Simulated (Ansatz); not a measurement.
L1₀ (CuAu-type) TiAl, treated with HSE06 in Ansatz (plane waves, PAW).

Numerical settings: plane-wave cutoff 500 eV, 10×10×6 k mesh (along the axes of the cell as run), Fermi–Dirac smearing 0.1 eV, no spin polarisation, scalar-relativistic PAW data made under PBE.

Computed at the level's own relaxed cell.

### Question
Predict the equilibrium volume per atom, lattice constant a and lattice parameter c.

### Answer

equilibrium volume per atom: 16.03 Å³/atom
lattice constant a: 2.801 Å
lattice parameter c: 4.088 Å

Measured, for comparison: lattice constant a 2.826 Å (temperature not stated, no zero-point or thermal correction, P4/mmm two-atom cell, a_fct/√2; as tabulated in Zope and Mishin (2003), arXiv:cond-mat/0306298); lattice parameter c 4.077 Å (temperature not stated, no zero-point or thermal correction; as tabulated in Zope and Mishin (2003), arXiv:cond-mat/0306298). Computed (rounded) less measured: lattice constant a -0.9 %, lattice parameter c +0.3 %. A static lattice is as a rule a little smaller and stiffer than an uncorrected measurement, which narrows the difference in the lattice constant a and would widen misses of the other sign.

Note: exact exchange on metals is sensitive to the k mesh and can open a false gap; the run warned that the count of filled bands differs between k points.

Computed values are for the static lattice.

Ansatz is a quantum-chemistry and plane-wave program.
